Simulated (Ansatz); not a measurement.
This Ansatz (a first-principles code) input is the reference run, ZnS in the zinc blende structure (space group F-43m, No. 216), computed with Ansatz r2SCAN, scalar-relativistic without spin-orbit coupling:

Ansatz 0.2 input:
```yaml
crystal:
  lattice:
    - [0, 2.6945511542, 2.6945511542]
    - [2.6945511542, 0, 2.6945511542]
    - [2.6945511542, 2.6945511542, 0]
  atoms:
    - { symbol: Zn, position: [0, 0, 0] }
    - { symbol: S, position: [0.25, 0.25, 0.25] }
basis: { ecutwfc: 500, ecutrho_ratio: 4, xc_grid: 4, fft_grid_basis: typed }
kpoints: { mp_grid: { grid: [11, 11, 11] } }
hamiltonian:
  xc: r2scan
  dispersion: none
  pseudopotentials: { kind: paw }
scf: { occupations: { method: fermi_dirac, width: 0.05 }, convergence: { dr2_threshold: 0.0000000002 } }
output: { forces: true, stress: true }
checkpoint: { write: state.ck, write_every: 1000 }
```

Write the input for this change: an isotropic linear strain of +0.50 %, atoms relaxed at fixed cell.


Ansatz 0.2 input:
```yaml
crystal:
  lattice:
    - [0, 2.70802391, 2.70802391]
    - [2.70802391, 0, 2.70802391]
    - [2.70802391, 2.70802391, 0]
  atoms:
    - { symbol: Zn, position: [0, 0, 0] }
    - { symbol: S, position: [0.25, 0.25, 0.25] }
basis: { ecutwfc: 500, ecutrho_ratio: 4, xc_grid: 4, fft_grid_basis: typed }
kpoints: { mp_grid: { grid: [11, 11, 11] } }
hamiltonian:
  xc: r2scan
  dispersion: none
  pseudopotentials: { kind: paw }
scf: { occupations: { method: fermi_dirac, width: 0.05 }, convergence: { dr2_threshold: 0.0000000002 } }
relax: { f_tol: 0.005, max_steps: 50 }
output: { forces: true, stress: true }
checkpoint: { write: state.ck, write_every: 1000 }
```
This is the input that was run.

Stability against distortions was not tested.
